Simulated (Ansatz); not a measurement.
## C (model structure, P6₂22, No. 180, 3 atoms in the cell)

Method: PBEsol (PAW; Ansatz, a quantum-chemistry and plane-wave program).

Numerical settings: plane-wave cutoff 520 eV, 18×18×12 k mesh (along the axes of the cell as run), Fermi–Dirac smearing 0.01 eV, scalar-relativistic PAW data made under PBE.

Cell (relaxed with PBEsol):

C is modelled in the hexagonal space group P6₂22 (No. 180), Pearson symbol hP3. Conventional cell: a = b = 2.592 Å, c = 2.783 Å, α = β = 90.00°, γ = 120.00°. C on 3c is surrounded by 4 C at 1.594 Å. (Neighbours: up to the widest gap in distance over summed covalent radii, below 1.35, at either atom.)

```json
{
  "band_gap": "1.77 eV (indirect)",
  "smallest_direct_gap_on_the_k_points_sampled": "4.52 eV",
  "Γ–Γ gap": "8.82 eV"
}
```

Note: the relaxation could raise the start's symmetry but not lower it, so the cell can be a saddle point.

Computed values are for the static lattice.

Computing time: very roughly 13 core-seconds.

A model structure was made by putting elements into a prototype or built by hand; it is no filed structure, need not be a known phase, and can be a saddle point held by its symmetry.
